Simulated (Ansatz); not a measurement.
## GaP: electrons 3.0×10^21 cm⁻³

Take GaP in the zinc blende structure (space group F-43m, No. 216; a = 5.439 Å) as the base.

One thing is altered: electron doping at 3.0×10^21 cm⁻³ (0.121 per cell), with a uniform compensating background at fixed cell and a 300 K Fermi–Dirac width.

The values are results of plane-wave PAW DFT at the PBEsol level (Ansatz, a program for electronic structure, 420 eV), no spin-orbit coupling, earlier PAW set, not measurements. Γ-centred 24×24×24 mesh, Fermi–Dirac width 0.0259 eV.

```tsv
quantity	base	changed	shift
gap between the host's bands	1.45 eV	1.41 eV	-0.04 eV
gap character	indirect, Γ → Γ–X (87 % along)	indirect, Γ → Γ–X (87 % along)	–
valley order (the lowest conduction-band minima on the path, energy above the VBM, named in the base's zone)	a point along ⟨100⟩, about 1.0 Å⁻¹ from Γ 1.45 eV; L along ⟨111⟩ 1.60 eV; Γ 1.80 eV	a point along ⟨100⟩, about 1.0 Å⁻¹ from Γ 1.41 eV; L along ⟨111⟩ 1.59 eV; Γ 1.79 eV	–
Fermi level relative to the doped band's edge (positive inside the band; to 0.05 eV)	–	+0.45 eV	–
```

Charged cell with a jellium background: band edges are those of the host's band count, energies are not comparable with the neutral cell, and many-body gap narrowing is missing. No phonon test of stability was made.
